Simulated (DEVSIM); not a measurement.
Device: Ti/SiO2/p-Si capacitor, at 300 K.

| layer (left to right) | material | thickness (nm) | Na (cm⁻³) |
|---|---|---|---|
| 1 | SiO2 | 43.0 | - |
| 2 | Si | 3600 | 2.5e16 |

Metal gate on the left, work function 4.33 eV. Fixed charge at the semiconductor interface -1.5e10 cm⁻² (in units of +e); no interface traps.

This is a model device: material constants are rounded textbook-type values typed into the input, and sizes, dopings and lifetimes were drawn at random. Values at 300 K.

```tsv
parameter	SiO2	Si
gap (eV)	9	1.124
affinity (eV)	0.9	4.05
permittivity	3.9	11.7
Nc (cm⁻³)	-	2.86e19
Nv (cm⁻³)	-	3.1e19
```

Simulated with DEVSIM: 1D Poisson equation in equilibrium, Boltzmann statistics, complete ionisation; no quantum confinement or tunnelling. Metal contacts follow the ideal Schottky-Mott rule: no Fermi-level pinning, no interface dipoles.

Base results: capacitance of the dielectric stack (μF/cm²) 0.0803; minimum of the low-frequency capacitance (μF/cm²) 0.0347; flat-band voltage (V) -0.63.

Question: What follows from this one change: gate work function 4.33 → 4.63 eV?

Answer: capacitance of the dielectric stack little changed (0.0803 μF/cm²); minimum of the low-frequency capacitance 0.0347 → 0.0339 μF/cm²; flat-band voltage -0.63 → -0.33 V.

Question: What follows from this one change: interface trap density 0 → 2e+12 cm^-2 eV^-1?

Answer: capacitance of the dielectric stack little changed (0.0803 μF/cm²); minimum of the low-frequency capacitance 0.0347 → 0.0663 μF/cm²; flat-band voltage -0.63 → -2.14 V.

Question: What follows from this one change: SiO2 thickness 0.043 → 0.052 μm?

Answer: capacitance of the dielectric stack 0.0803 → 0.0664 μF/cm²; minimum of the low-frequency capacitance 0.0347 → 0.0317 μF/cm²; flat-band voltage little changed (-0.62 V).

Question: What follows from this one change: substrate doping 2.5e+16 → 5e+15 cm^-3?

Answer: capacitance of the dielectric stack little changed (0.0803 μF/cm²); minimum of the low-frequency capacitance 0.0347 → 0.0210 μF/cm²; flat-band voltage -0.63 → -0.59 V.
